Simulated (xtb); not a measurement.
xtb 6.7.1, GFN2-xTB: [CH2]CCCOC(C)=O, charge 0, multiplicity 2, 19 atoms. The geometry is a generated start, not checked to be a minimum at this level.

run flags: --grad
method: GFN2-xTB
--acc: 1 (default)
--etemp (K): 300 (default)
basis functions: 43
valence electrons: 47

```xyz
19

C     -3.5177     0.7533    -0.3429
C     -2.3773    -0.1585    -0.5456
C     -1.0582     0.4515    -0.0324
C      0.1045    -0.5089    -0.2304
O      1.2911     0.1055     0.2739
C      2.4101    -0.6263     0.2248
C      3.5826     0.1388     0.7827
O      2.4546    -1.7457    -0.2119
H     -4.3569     0.4780     0.2675
H     -3.4972     1.7399    -0.7676
H     -2.2429    -0.3636    -1.6176
H     -2.5566    -1.1109    -0.0451
H     -1.1509     0.6850     1.0294
H     -0.8510     1.3815    -0.5645
H      0.2490    -0.7458    -1.2914
H     -0.0637    -1.4517     0.3045
H      3.6663     1.0996     0.2836
H      3.4242     0.3185     1.8429
H      4.4899    -0.4403     0.6400
```

Charge 0 and multiplicity 2 are set for this test and not shown to be the ground state. GFN-xTB has no spin term: --uhf 1 sets the occupations alone.

One run each on 1 thread. Values of broydamp tried: 0.02, 0.05, 0.1, 0.2, 0.4 (default), 0.6, 0.8, 1.

Problem. How does the count of SCC iterations change with broydamp, and where is it least?

Solution. Fewest SCC iterations, within one of each other: 0.4 (default) with 10, 0.6 with 10, 0.8 with 11. The count rises to 18 at 0.02. All converge to one solution.

| broydamp | SCC iterations | end |
|---|---|---|
| 0.02 | 18 | same solution |
| 0.05 | 16 | same solution |
| 0.1 | 15 | same solution |
| 0.2 | 12 | same solution |
| 0.4 (default) | 10 | same solution |
| 0.6 | 10 | same solution |
| 0.8 | 11 | same solution |
| 1 | 12 | same solution |
